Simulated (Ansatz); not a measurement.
The structure below was relaxed with Ansatz (a quantum-chemistry and plane-wave program), r2SCAN, PAW, cutoff 500 eV, without spin-orbit coupling.

Space group I4/mmm (No. 139); a = b = 4.1958 Å, c = 13.9669 Å, α = β = γ = 90.00°

| atom | site | symmetry | x | y | z |
|---|---|---|---|---|---|
| Li | 4e | 4mm | 0.0000 | 0.0000 | 0.2816 |
| Rb | 2a | 4/mmm | 0.0000 | 0.0000 | 0.0000 |

Q: Write out a cell with all atoms.

A: 
```
RbLi2
1.0
    4.19578     0.00000     0.00000
    0.00000     4.19578     0.00000
    0.00000     0.00000    13.96686
Li Rb
4 2
Direct
  0.50000   0.50000   0.21838
  0.00000   0.00000   0.28162
  0.00000   0.00000   0.71838
  0.50000   0.50000   0.78162
  0.00000   0.00000   0.00000
  0.50000   0.50000   0.50000
```
This is the conventional cell.

These are small ordered cells, not random alloys; other orderings at the same x differ. No phonon test of stability was made. The cell was made from Rb by this change: x(Li) = 0.667, 3 atoms, I4/mmm.
